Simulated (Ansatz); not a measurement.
# GaAs: band gap against strain

GaAs (zinc blende, F-43m, 21.985 Å³/atom at rest) under an equal strain ε in the (001) plane with the normal axis free, as in a coherent film. LDA in Ansatz, a plane-wave DFT program (PAW, default set), 420 eV, 10×10×10 Γ-centred mesh, Fermi-Dirac smearing 0.05 eV; ions are relaxed within the symmetry of each cell. Gaps are the smallest over the k-mesh and a band path, without spin-orbit coupling; in all rows the valence edge lies at Γ and the conduction edge at Γ.

Here s stands for strain and Eg for gap.

```csv
strain (%),gap (eV)
-3.00,?
-1.50,0.551
-1.00,0.531
-0.50,0.510
0.00,0.488
```

Task: Using a straight line, estimate the missing Eg at s = -3.00 from the other rows, showing the fit.

Result: Means: s -0.75000, Eg 0.5200. About the means, the sum of products is -0.052500 and the sum of squares of s is 1.2500; the slope is their ratio. Least squares gives Eg = 0.4885 - 0.04200·s. Residuals (row less fit): -0.0005, 0.0005, 0.0005, -0.0005; standard error 0.0007 (degrees of freedom: 2). Over these rows the gap moves by -4.2 ± 0.06 eV per unit strain. At the withheld row, Eg = 0.4885 - 0.04200 × (-3.0) = 0.6145 eV. The calculation gives 0.603 eV, 0.0115 eV below the prediction (10.0 % of the range of Eg in the table). The row lies outside the fitted rows, so this is an extrapolation. From the scatter of the fitted rows alone, a prediction at this place has a standard error of 0.0016 eV, so the miss is 7.2 times that.

One order more, fitted to all 7 runs of the series, follows each within 0.001, so the miss is the next term of a smooth law. Spin-orbit coupling is left out, which can shift this property for GaAs. Rows are the converged runs of the series near zero and its far end; series whose fitted rows scatter by over a few per cent of the range, as at a crossing or softening among them, aren't shown in this form. Most that stay on the fit to the last digits aren't either.
